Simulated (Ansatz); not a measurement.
The reference is BAs in the zinc blende structure (space group F-43m, No. 216; a = 4.7839 Å). Axes: x, y, z lie along the cube axes.

Level of theory: Ansatz (a quantum-chemistry and plane-wave program) r2SCAN, no spin-orbit coupling.

Before the change:

```
Item                  Result
-------------------  -------
Smallest direct gap  3.44 eV
Band gap             1.38 eV
```

It is then changed as follows: tensile biaxial strain of 2.68 % in the plane normal to [111], as in epitaxy on a mismatched substrate; the out-of-plane cell vector and the atoms relax.

Predict the new smallest direct gap.

The smallest direct gap shrinks by 0.33 eV (3.44 eV → 3.11 eV).

What happens to the energy relative to the base?

The energy goes up by 22 meV/atom.

What does the calculation give for the band gap after the change?

The band gap shrinks by 0.11 eV, from 1.38 eV to 1.27 eV.

Predict the new in-plane stress.

The mean in-plane stress (compression positive) amounts to -9.0 GPa.

Whether these cells are dynamically stable was not tested.
